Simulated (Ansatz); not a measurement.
Results of r²SCAN+rVV10 in Ansatz (plane waves, PAW) for PbS (model structure, started from the litharge type, P4/nmm, No. 129, 4 atoms in the cell).

Settings: plane-wave cutoff 560 eV, 12×12×10 k mesh (along the axes of the cell as run), Fermi–Dirac smearing 0.05 eV, scalar-relativistic PAW data made under PBE.

Cell (relaxed at this level):

```cif
data_Pb2S2
_chemical_formula_sum 'Pb2 S2'
_space_group_name_H-M_alt 'P 1'
_space_group_IT_number 1
_cell_length_a 5.06505
_cell_length_b 5.06505
_cell_length_c 4.03032
_cell_angle_alpha 90.000
_cell_angle_beta 90.000
_cell_angle_gamma 90.000
loop_
_space_group_symop_operation_xyz
  'x, y, z'
loop_
_atom_site_label
_atom_site_type_symbol
_atom_site_fract_x
_atom_site_fract_y
_atom_site_fract_z
_atom_site_occupancy
Pb1 Pb 0.50000 0.00000 0.31740 1
Pb2 Pb 0.00000 0.50000 0.68260 1
S1 S 0.00000 0.00000 0.00000 1
S2 S 0.50000 0.50000 0.00000 1
```

Problem. Estimate the band gap and direct gap at Γ that the calculation returns.

Solution. 
- band gap: 0.94 eV (on the SCF k mesh)
- direct gap at Γ: 3.32 eV

Note: the relaxation could raise the start's symmetry but not lower it, so the cell can be a saddle point.

Spin–orbit coupling is not included; with these elements it can move the gap by several tenths of an eV or more.

Static lattice: no zero-point or thermal effects.

A model structure was made by putting elements into a prototype or built by hand; it is no filed structure, need not be a known phase, and can be a saddle point held by its symmetry.

Ansatz is an electronic-structure program.
